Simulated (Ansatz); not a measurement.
Worked example: self-consistent single point of LiZn (Fd-3m, 4 atoms in the cell) in Ansatz (a first-principles code).

Level of theory: PBEsol, PAW files made with PBE (plane waves; Ansatz).

The change in words: lattice scaled by 0.98. Reference geometry:
```xyz
4
Lattice="0.0000 3.0318 3.0318 3.0318 0.0000 3.0318 3.0318 3.0318 0.0000" Properties=species:S:1:pos:R:3 pbc="T T T"
Li     1.5159     1.5159     1.5159
Li     0.0000     0.0000     0.0000
Zn     4.5477     4.5477     4.5477
Zn     3.0318     3.0318     3.0318
```

Reference input (self-consistent single point, DFT, PBEsol, plane waves, PAW files made with PBE): kpoints.mp_grid.grid = 8 8 8; hamiltonian.xc = pbesol; hamiltonian.pseudopotentials = {kind: paw} (the program's default PAW files); scf.occupations.method = gaussian; scf.occupations.width = 0.05 eV. This run's input differs from it in these lines:

Ansatz 0.2 input:
```diff
@@ -3,10 +3,10 @@
   lattice:
-    - [0.00000000, 3.03182500, 3.03182500]
-    - [3.03182500, 0.00000000, 3.03182500]
-    - [3.03182500, 3.03182500, 0.00000000]
+    - [0.00000000, 2.97118800, 2.97118800]
+    - [2.97118800, 0.00000000, 2.97118800]
+    - [2.97118800, 2.97118800, 0.00000000]
   atoms:
-    - { symbol: Li, position_ang: [1.51591250, 1.51591250, 1.51591250] }
+    - { symbol: Li, position_ang: [1.48559400, 1.48559400, 1.48559400] }
     - { symbol: Li, position_ang: [0.00000000, 0.00000000, 0.00000000] }
-    - { symbol: Zn, position_ang: [4.54773750, 4.54773750, 4.54773750] }
-    - { symbol: Zn, position_ang: [3.03182500, 3.03182500, 3.03182500] }
+    - { symbol: Zn, position_ang: [4.45678200, 4.45678200, 4.45678200] }
+    - { symbol: Zn, position_ang: [2.97118800, 2.97118800, 2.97118800] }
 kpoints:
```

Log, with long lists cut:

```
SCF iter   1: F=—  HF=-6969.820497 eV  |F-HF|=—  |Δ(HF+E_count)|=         —  Δρ=9.17e-2  dr2=4.25e0  ethr=3.10e-3  ⟨swp⟩=6.3  Hψ=2933  notcnv=0
all-band conjugate gradients solve this SCF's bands
preconditioner: auto → none
SCF iter   2: F=—  HF=-6969.315465 eV  |F-HF|=—  |Δ(HF+E_count)|=   5.05e-1  Δρ=8.41e-2  dr2=1.66e0  ethr=3.10e-3  ⟨swp⟩=3.8  Hψ=1448  notcnv=0  defer=13
   [... lines left out ...]
SCF iter   8: F=—  HF=-6968.597109 eV  |F-HF|=—  |Δ(HF+E_count)|=   2.92e-7  Δρ=6.79e-6  dr2=4.64e-8  ethr=3.33e-10  ⟨swp⟩=8.4  Hψ=2857  notcnv=0
SCF iter   9: F=-6968.597109 eV  HF=-6968.597109 eV  |F-HF|=1.76e-9  |Δ(HF+E_count)|=   1.63e-8  Δρ=2.18e-6  dr2=1.82e-9  ethr=1.55e-10  ⟨swp⟩=2.3  Hψ=1802  notcnv=0
the last iteration of the SCF fills more bands at one k-point than at another …
SCF 1 converged in 9 iterations: F = -6968.597109 eV  dr2 = 1.82e-9
Free energy (F): -6968.597109 eV
Internal energy: -6968.596807 eV  (E = F + TS)
E sigma→0 (E₀):  -6968.596958 eV
Entropy (-TS):   -0.000302 eV (-0.076 meV/atom)
Fermi energy:    7.289909 eV
--- Forces (eV/Å), atoms counted from 1 ---
  atom   1  Li     0.00000000    -0.00000000    -0.00000000
   [... zero for the other atoms too ...]
--- Stress (GPa, compression-positive) ---
        2.962305       0.000000       0.000000
        0.000000       2.962305       0.000000
       -0.000000      -0.000000       2.962305
  P = ⅓ Tr σ = 2.9623 GPa (29.623 kbar)
  The stress holds the Pulay correction. Without it, at fixed plane waves, as pw.x and ABINIT print it: P = 2.9071 GPa
```

The run converged in 9 iterations. Against the reference run the free energy rises by 6.3 meV/atom and the pressure goes from -0.33 to 2.96 GPa.

The starting cell comes from a database of computed structures (which also holds hypothetical and non-ambient phases and stackings), without a prior relaxation at this level. For this run, on top of that: lattice scaled by 0.98. Ansatz's pressure includes its estimate of the finite-basis (Pulay) stress.
